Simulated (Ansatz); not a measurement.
Faces of rock-salt CaO in 1x1 cells, as slabs relaxed from ideal cuts; for each face the lowest of the symmetric, stoichiometric cuts and spin starts that were computed. The slabs keep the symmetry of their cuts; real faces may buckle, or reconstruct in larger cells. No spin-orbit coupling, no Hubbard U.

All values below come from PBE (plane waves to 420 eV, PAW; Ansatz, a program for electronic structure).

```json
[
 {"face": "(100)", "cell area (Å²)": "11.67", "outermost plane spacing of the ideal cut (Å)": "2.42", "γ unrelaxed (J/m²)": "0.65", "γ relaxed (J/m²)": "0.64", "ionisation potential, top face (eV)": "…"},
 {"face": "(110)", "cell area (Å²)": "16.50", "outermost plane spacing of the ideal cut (Å)": "1.71", "γ unrelaxed (J/m²)": "1.65", "γ relaxed (J/m²)": "…", "ionisation potential, top face (eV)": "4.21"},
 {"face": "(210)", "cell area (Å²)": "26.10", "outermost plane spacing of the ideal cut (Å)": "1.08", "γ unrelaxed (J/m²)": "1.28", "γ relaxed (J/m²)": "1.06", "ionisation potential, top face (eV)": "…"},
 {"face": "(211)", "cell area (Å²)": "28.59", "outermost plane spacing of the ideal cut (Å)": "0.99", "γ unrelaxed (J/m²)": "2.83", "γ relaxed (J/m²)": "1.92", "ionisation potential, top face (eV)": "4.18"},
 {"face": "(221)", "cell area (Å²)": "35.01", "outermost plane spacing of the ideal cut (Å)": "0.81", "γ unrelaxed (J/m²)": "3.21", "γ relaxed (J/m²)": "1.91", "ionisation potential, top face (eV)": "…"}
]
```

Task: Complete the blanks.

Result: 
- (100), ionisation potential, top face (eV): 4.23
- (110), γ relaxed (J/m²): 1.47
- (210), ionisation potential, top face (eV): 4.30
- (221), ionisation potential, top face (eV): 3.90
